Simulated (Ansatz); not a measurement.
Results of PBEsol (Ansatz, a program for electronic structure, plane waves, PAW) for BGe2N (model structure, started from the BC2N type, R3m, No. 160, 4 atoms in the cell).

From the output:

```
Crystal: 4 atoms, lattice volume = 53.444 Å³
Basis set: ecut = 520 eV, 1443 PW (Γ), FFT grids on a1−a3, a2−a3, a3, exchange–correlation on 50×50×90 points (8 copies of the dense FFT grid, shifted against one another)
Bands: 22, of which v1, the nominal top of the filled ones, is band 18 counted from 1 (17 counted from 0)
Symmetry: 6 space group operations
Space group: R3m (ITA 160), of the structure as read, at distance tolerance 3.8e-5 Å
k-points: 781 of 8000 (time reversal used)
Functional: x = pbesol(κ = 0.804, μ = 0.12345679012345678), c = pbesol(β = 0.046)
SCF iter   1: F=—  HF=-9037.311559 eV  |F-HF|=—  |Δ(HF+E_count)|=         —  Δρ=1.10e-2  dr2=8.60e-2
SCF iter   2: F=—  HF=-9037.292533 eV  |F-HF|=—  |Δ(HF+E_count)|=   1.90e-2  Δρ=3.93e-3  dr2=1.29e-2
  ...
SCF iter  10: F=—  HF=-9037.289581 eV  |F-HF|=—  |Δ(HF+E_count)|=  4.47e-10  Δρ=8.95e-7  dr2=6.61e-10
SCF iter  11: F=-9037.289581 eV  HF=-9037.289581 eV  |F-HF|=7.09e-11  |Δ(HF+E_count)|=  1.62e-10  Δρ=3.83e-7  dr2=1.25e-10
SCF 1 converged in 11 iterations: F = -9037.289581 eV  dr2 = 1.25e-10
SCF converged after 11 iterations
Free energy (F): -9037.289581 eV
Internal energy: -9037.281618 eV  (E = F + TS)
E sigma→0 (E₀):  -9037.285600 eV
Fermi energy:    10.586678 eV
--- Forces (eV/Å), atoms counted from 1 ---
  atom   1  B      0.00000000    -0.00000000    -0.07769816
  atom   2  N      0.00000000    -0.00000000     0.00181231
  atom   3  Ge     0.00000000    -0.00000000     0.06056182
  atom   4  Ge    -0.00000000     0.00000000     0.01533270
--- Stress (GPa, compression-positive) ---
       -1.121425       0.000000       0.000000
        0.000000      -1.121425       0.000000
        0.000000       0.000000      -1.236270
  P = ⅓ Tr σ = -1.1597 GPa (-11.597 kbar)
```

Question: Write an input file that could have produced this run (the log leaves some choices open).

Answer: One answer among several that fit: 
Ansatz 0.2 input:
```yaml
crystal:
  lattice:
    - [1.6740481976, 0.9665121775, 5.5051857653]
    - [-1.6740481976, 0.9665121775, 5.5051857653]
    - [0.0, -1.933024355, 5.5051857653]
  atoms:
    - { symbol: B, position: [-0.0140196641, -0.0140196641, -0.0140196641] }
    - { symbol: N, position: [0.8910326698, 0.8910326698, 0.8910326698] }
    - { symbol: Ge, position: [0.5109116729, 0.5109116729, 0.5109116729] }
    - { symbol: Ge, position: [0.3620423213, 0.3620423213, 0.3620423213] }
basis:
  ecutwfc: 520
  ecutrho_ratio: 4
  xc_grid: 2
kpoints:
  mp_grid: { grid: [20, 20, 20] }
hamiltonian:
  xc: pbesol
  dispersion: none
  pseudopotentials: { kind: paw }
scf:
  occupations: { method: fermi_dirac, width: 0.05 }
  convergence: { dr2_threshold: 0.0000000004 }
output:
  forces: true
  stress: true
  eigenvalues: true
```

The PAW data were made under PBE.

Note: the relaxation could raise the start's symmetry but not lower it, so the cell can be a saddle point. Note: cell and atoms aren't relaxed at this level (largest force component 0.08 eV/Å, pressure -1.2 GPa).

A model structure was made by putting elements into a prototype or built by hand; it is no filed structure, need not be a known phase, and can be a saddle point held by its symmetry.
